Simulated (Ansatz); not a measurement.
An Ansatz (an electronic-structure program) input for cubic BaZrO3 (0 0 1) on germanium (0 0 1) (film strained to the substrate, started from cuts of the bulks and a machine-learned relaxation; slabs Ge12 and Ba2Zr3O8, which can lie off the formulas):

Ansatz 0.2 input:
```yaml
crystal:
  lattice:
    - [4.072935, 0.0, -0.002813615]
    - [0.0, 4.072935, 0.001888706]
    - [0.658522329, -1.683563386, 29.753040811]
  atoms:
    - { symbol: Ge, position: [0.984239675, 0.043247743, 0.09675519] }
    - { symbol: Ge, position: [0.491568923, -0.016884703, 0.050320016] }
    - { symbol: Ge, position: [0.468411138, 0.583301369, 0.191430708] }
    - { symbol: Ge, position: [0.976047566, 0.562470509, 0.143525252] }
    - { symbol: Ge, position: [0.952204327, 0.12048661, 0.287454862] }
    - { symbol: Ge, position: [0.459828183, 0.102504988, 0.239260021] }
    - { symbol: Ge, position: [0.436103665, 0.660071563, 0.384103083] }
    - { symbol: Ge, position: [0.94377622, 0.640291209, 0.335782203] }
    - { symbol: Ge, position: [0.922223679, 0.192505556, 0.47964185] }
    - { symbol: Ge, position: [0.42942614, 0.179689906, 0.431976329] }
    - { symbol: Ge, position: [0.412788561, 0.721883365, 0.572909474] }
    - { symbol: Ge, position: [0.920645065, 0.710878578, 0.526362078] }
    - { symbol: Ba, position: [0.542211033, 0.646429294, 0.737586112] }
    - { symbol: Zr, position: [0.053832576, 0.116466029, 0.666201019] }
    - { symbol: O, position: [0.550822058, 0.119006178, 0.675008872] }
    - { symbol: O, position: [0.050638248, 0.611512574, 0.655671093] }
    - { symbol: O, position: [0.042009311, 0.146686191, 0.737486989] }
    - { symbol: Ba, position: [0.518382529, 0.705907813, 0.88617927] }
    - { symbol: Zr, position: [0.030188688, 0.176528289, 0.811712687] }
    - { symbol: O, position: [0.530212035, 0.177688509, 0.811329383] }
    - { symbol: O, position: [0.030067502, 0.676356083, 0.811055189] }
    - { symbol: O, position: [0.018509562, 0.205382746, 0.885413017] }
    - { symbol: Zr, position: [0.007134729, 0.234002683, 0.957102801] }
    - { symbol: O, position: [0.508545504, 0.232213316, 0.948030783] }
    - { symbol: O, position: [0.005310695, 0.738554841, 0.966937519] }
basis:
  ecutwfc: 420
  ecutrho_ratio: 4
  xc_grid: 2
kpoints:
  mp_grid: { grid: [6, 6, 1] }
hamiltonian:
  xc: pbe
  dispersion: none
  pseudopotentials: { kind: paw }
scf:
  n_extra_bands: 38
  occupations: { method: fermi_dirac, width: 0.05 }
output:
  forces: true
  stress: true
  eigenstates:
    kpoints:
      - [0, 0, 0]
      - [0.5, 0, 0]
      - [0, 0.5, 0]
      - [0.5, 0.5, 0]
    e_range: [-3.5, 3.5]
    localisation: true
relax:
  f_tol: 0.04
  max_steps: 70
  cell: { fix: [a, b, gamma], stress_tol: 0.3 }
```

Level of theory: PBE (plane waves to 420 eV, PAW; Ansatz). Scalar-relativistic, without spin–orbit coupling; the runs are not spin-polarised. Its k-point mesh 6×6×1, Fermi–Dirac width 0.05 eV.

Write the closing report of this run, without the band table and long remarks, to eight decimals at most.


```
SCF converged after 7 iterations
Free energy (F): -80549.009268 eV
Harris-Foulkes:  -80549.009268 eV  (|F-HF|=3.51e-9)
Internal energy: -80549.008700 eV  (E = F + TS)
E sigma→0 (E₀):  -80549.008984 eV
Entropy (-TS):   -0.000568 eV (-0.023 meV/atom)
Fermi energy:    9.655913 eV
--- Per-component energies (eV) ---
  E_band       = -2173.300689
  E_kinetic    = 4086.785048
  E_local      = -35912.637755  (includes V_loc(G=0)·N_el)
  E_nonlocal   = 5737.116441
  E_hartree    = 15314.307352
  E_xc         = -2327.665201
  E_vxc        = -2384.206338  (∫ρ·V_xc dr)
  E_paw        = -44802.412774  (= ΣΔE_a)
  E_vpaw       = -4329.003512  (= ΣTr[D̂ρ^β])
  E_aug_tail   = 0.023450  (compensation charges beyond the density's cutoff)
  E_ewald      = -22644.525261
  E_smearing   = -0.000568  (= −TS)
  E_closure    = 0.000000  (closes the sum)
  Σ components = -80549.009268   (vs F -80549.009268, Δ=0.00e0)
--- Forces (eV/Å), atoms counted from 1 ---
  atom   1  Ge     0.00374852     0.00159202     0.00396190
  atom   2  Ge    -0.01083989    -0.00335439    -0.01634991
  atom   3  Ge     0.00411275     0.00176057     0.00643655
  atom   4  Ge    -0.00627335    -0.00155306    -0.00556099
  atom   5  Ge     0.00105371     0.00286771     0.00039444
  atom   6  Ge    -0.00199142    -0.00250359    -0.00081503
  atom   7  Ge     0.00059266     0.00327674     0.00015625
  atom   8  Ge    -0.00052380    -0.00330203    -0.00039960
  atom   9  Ge     0.00237860     0.00167705     0.00248841
  atom  10  Ge    -0.00034441    -0.00331222    -0.00081471
  atom  11  Ge    -0.00560909     0.00950531     0.00374433
  atom  12  Ge     0.00015195    -0.00228778    -0.00068777
  atom  13  Ba    -0.00186352     0.00236060    -0.00502820
  atom  14  Zr     0.00235750     0.00159327     0.00492412
  atom  15  O     -0.00135319     0.00017855     0.00374833
  atom  16  O     -0.00057166    -0.01045481     0.00465264
  atom  17  O      0.00694224     0.00635307    -0.01449563
  atom  18  Ba     0.00198490     0.00508667     0.00932941
  atom  19  Zr     0.00040687    -0.00287743     0.02471744
  atom  20  O     -0.00476900     0.00149039    -0.00277759
  atom  21  O      0.00038399     0.00002405    -0.00810295
  atom  22  O     -0.00254600    -0.00827514    -0.03749474
  atom  23  Zr    -0.00020440    -0.00212578     0.01137406
  atom  24  O      0.00724260    -0.00367997     0.00127953
  atom  25  O      0.00553068     0.00596657     0.01535961
  max |Σ_I F_I| component: 3.99e-5 eV/Å
--- Stress (GPa, compression-positive) ---
        4.379740      -0.001601       0.131393
       -0.001601       4.599781       0.190486
        0.131393       0.190486      -0.118388
  P = ⅓ Tr σ = 2.9537 GPa (29.537 kbar)
--- Relaxed structure (20 steps of the walk, 19 accepted, 1 SCFs on fresh bases) ---
  F+E_penalty+E_count = -80549.00926774 eV   max|allowed force component| = 3.750e-2 eV/Å   (the final SCF, on the basis selected at the relaxed cell)
  cell:  # Å, volume = 471.1717 Å³
    - [4.07186090, -0.00143053, 0.09356404]
    - [-0.00130495, 4.07119702, 0.11897993]
    - [1.36207054, -0.82708376, 28.42976276]
  atoms:
    - { symbol: Ge, position: [0.97923356, 0.15985629, 0.07756994] }
    - { symbol: Ge, position: [0.49703350, -0.14031690, 0.04201829] }
    - { symbol: Ge, position: [0.42744493, 0.64139832, 0.18079081] }
    - { symbol: Ge, position: [0.95277829, 0.65386911, 0.12999982] }
    - { symbol: Ge, position: [0.87691430, 0.14336621, 0.28213677] }
    - { symbol: Ge, position: [0.40212398, 0.14098685, 0.23146025] }
    - { symbol: Ge, position: [0.32633160, 0.64603847, 0.38348476] }
    - { symbol: Ge, position: [0.85149584, 0.64314879, 0.33284411] }
    - { symbol: Ge, position: [0.77556213, 0.12644058, 0.48494517] }
    - { symbol: Ge, position: [0.30080818, 0.14594151, 0.43414464] }
    - { symbol: Ge, position: [0.23038702, 0.83552689, 0.57769885] }
    - { symbol: Ge, position: [0.75053465, 0.62118350, 0.53694825] }
    - { symbol: Ba, position: [0.64642963, 0.67440416, 0.73940420] }
    - { symbol: Zr, position: [0.18375585, 0.17997919, 0.66392254] }
    - { symbol: O, position: [0.67910885, 0.17288935, 0.67382928] }
    - { symbol: O, position: [0.19074415, 0.66972300, 0.65152952] }
    - { symbol: O, position: [0.14635396, 0.16629656, 0.73923350] }
    - { symbol: Ba, position: [0.57028903, 0.67341578, 0.89196727] }
    - { symbol: Zr, position: [0.10859552, 0.17045079, 0.81557266] }
    - { symbol: O, position: [0.60669770, 0.16714262, 0.81960196] }
    - { symbol: O, position: [0.11092470, 0.66925264, 0.81119088] }
    - { symbol: O, position: [0.07079260, 0.16689488, 0.89209316] }
    - { symbol: Zr, position: [0.03322175, 0.17637025, 0.96683665] }
    - { symbol: O, position: [0.53030618, 0.12200618, 0.97244783] }
    - { symbol: O, position: [0.03725970, 0.66091621, 0.95756467] }
```

Cost: about 60 core-minutes (a rough figure).
